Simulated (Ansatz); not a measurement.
Take MoP (space group P-6m2, No. 187) as the base.

```yaml
crystal:
  lattice:
    - [3.24080, 0.00000, 0.00000]
    - [-1.62040, 2.80662, 0.00000]
    - [0.00000, 0.00000, 3.19537]
  atoms:
    - { symbol: Mo, position: [0.00000, 0.00000, 0.00000] }
    - { symbol: P, position: [0.66667, 0.33333, 0.50000] }
```

All numbers come from plane-wave PAW DFT at the PBE level (Ansatz, a first-principles code, 420 eV), no spin-orbit coupling.

One change was made to it. Results:

```tsv
quantity	base	after
volume per atom	14.53 Å³	11.16 Å³
c/a ratio	0.986	1.045
```

**Question.** Name the change that was made.
A) pressure 100 GPa
B) pressure 3 GPa
C) pressure 15 GPa
D) pressure −2 GPa
E) pressure −1 GPa

**Answer.** A, pressure 100 GPa. For comparison, the volume per atom in the other runs: pressure −2 GPa gives 14.67 Å³; pressure 3 GPa gives 14.34 Å³; pressure −1 GPa gives 14.60 Å³; pressure 15 GPa gives 13.67 Å³.

Load acts through the strain it causes; cell and atoms are relaxed under it. Whether these cells are dynamically stable was not tested. No other phases were tried under pressure. All final runs are without spin polarisation. An odd electron count without spin: MoP.
